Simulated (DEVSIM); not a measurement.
Structure: Cr/Al2O3/p-Ge capacitor, at 300 K.

| layer (left to right) | material | thickness (nm) | Na (cm⁻³) |
|---|---|---|---|
| 1 | Al2O3 | 12.0 | - |
| 2 | Ge | 790 | 5.6e17 |

Metal gate on the left, work function 4.5 eV. Fixed charge at the semiconductor interface 1e12 cm⁻² (in units of +e); no interface traps.

This is a model device: material constants are rounded textbook-type values typed into the input, and sizes, dopings and lifetimes were drawn at random. Values at 300 K.

| parameter | Al2O3 | Ge |
|---|---|---|
| gap (eV) | 6.8 | 0.664 |
| affinity (eV) | 1.35 | 4 |
| permittivity | 9 | 16 |
| Nc (cm⁻³) | - | 1.04e19 |
| Nv (cm⁻³) | - | 6e18 |

Model (solved in DEVSIM): 1D Poisson equation in equilibrium, Boltzmann statistics, complete ionisation; no quantum confinement or tunnelling. Metal contacts follow the ideal Schottky-Mott rule: no Fermi-level pinning, no interface dipoles.

The substrate doping was swept, all else fixed.

```json
[
 {"substrate doping (cm^-3)": "2.8e16", "flat-band voltage (V)": "-0.27", "threshold voltage (band bending 2φF) (V)": "0.21", "minimum of the low-frequency capacitance (μF/cm²)": "0.0978"},
 {"substrate doping (cm^-3)": "5.6e16", "flat-band voltage (V)": "-0.28", "threshold voltage (band bending 2φF) (V)": "0.28", "minimum of the low-frequency capacitance (μF/cm²)": "0.125"},
 {"substrate doping (cm^-3)": "1.1e17", "flat-band voltage (V)": "-0.30", "threshold voltage (band bending 2φF) (V)": "0.36", "minimum of the low-frequency capacitance (μF/cm²)": "0.158"},
 {"substrate doping (cm^-3)": "2.8e17", "flat-band voltage (V)": "-0.33", "threshold voltage (band bending 2φF) (V)": "0.54", "minimum of the low-frequency capacitance (μF/cm²)": "0.207"},
 {"substrate doping (cm^-3)": "5.6e17", "flat-band voltage (V)": "-0.34", "threshold voltage (band bending 2φF) (V)": "___", "minimum of the low-frequency capacitance (μF/cm²)": "___"},
 {"substrate doping (cm^-3)": "1.1e18", "flat-band voltage (V)": "-0.36", "threshold voltage (band bending 2φF) (V)": "1.00", "minimum of the low-frequency capacitance (μF/cm²)": "0.300"}
]
```

Task: What belongs in the gaps?

Result: 
- 5.6e17, threshold voltage (band bending 2φF) (V): 0.73
- 5.6e17, minimum of the low-frequency capacitance (μF/cm²): 0.252
